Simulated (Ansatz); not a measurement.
Functionals compared on the (311) surface of tetragonal indium in its 1x1 cell, outermost plane spacing 0.51 Å in the ideal cut, in Ansatz (plane waves, PAW). The structure was relaxed with PBE; the other rows are single points on it. Cutoff 420 eV (500 eV for r2SCAN).

Slab: 21 atoms, 10.3 Å thick at the start (thin: gaps and levels are the slab's own); k 7x5x1, smearing 0.1 eV, dipole-corrected; all atoms relaxed; symmetry of the start imposed; no spin, no spin-orbit, no U. These notes are the PBE run's.

```
functional  work function of the top face (eV)         rough cost of the single point
----------  ----------------------------------  -------------------------------------
PBE                                       3.87                                      –
LDA                                       4.14            very roughly 7 core-minutes
PBEsol                              (withheld)  about 7 core-minutes (a rough figure)
RPBE                                      3.75         around 10 core-minutes (rough)
r2SCAN                                    4.01           very roughly 16 core-minutes
```

Task: Fill in the missing entries.

Result: 
- PBEsol, work function of the top face (eV): 3.95

Ansatz is a quantum-chemistry and plane-wave program.
